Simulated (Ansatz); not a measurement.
Amorphous Si$_{24}$O$_{51}$La$_{2}$, 77 atoms at 2.51 g/cm³, one PBE-relaxed geometry, zone centre. Methods: PBE, scalar-relativistic without spin-orbit coupling (Ansatz, a quantum-chemistry and plane-wave program); r2SCAN, scalar-relativistic without spin-orbit coupling (Ansatz); HSE06, scalar-relativistic without spin-orbit coupling (Ansatz). Plane waves to 420 eV (r2SCAN 500 eV); exact exchange is cut at the cell's faces. At PBE the levels at the filled edge of the gap are localised (band-tail or defect states), and the nearest spread-out levels lie 5.4 eV apart at the zone centre. All rungs ran without spin polarisation.

It comes from a melt-quench run on a machine-learned potential (CHGNet), relaxed afterwards by DFT. O atoms were pushed apart under 1.9 Å during the dynamics, to hinder bonds among them. The hot cell started wider than the set density and was brought back towards it in steps. It is the lowest in DFT energy of 2 quenches. It is a model cell: composition and starting density were chosen by hand, and all elements were melted together. No dispersion term was used. Its density started from a set value of 2.51 and ended at 2.51 g/cm³. The quench (nominally 400 K/ps over its main leg) was far faster than any real one, so the model tends to hold more defects than a real film. Values belong to this one cell and scatter from quench to quench. The volume was held where the preparation left it and the shape relaxed, at a PBE pressure of 1.6 GPa. Stress components on the final sampling reach 1.6 GPa.

The relaxation ran on the zone centre alone. At PBE the level gap is 4.44 eV on a 2×2×2 Γ-centred mesh, and the spacing at the zone centre alone 4.44 eV.

What zone-centre spacing does r2SCAN give, roughly?

5.02 eV (+0.58 eV against PBE).

What zone-centre spacing does HSE06 give, roughly?

6.14 eV (+1.70 eV against PBE).

The highest filled and the lowest empty state spread over these numbers of atoms (participation numbers): PBE: 2.9 and 31.1; r2SCAN: 2.7 and 36.7; HSE06: 2.8 and 68.1.
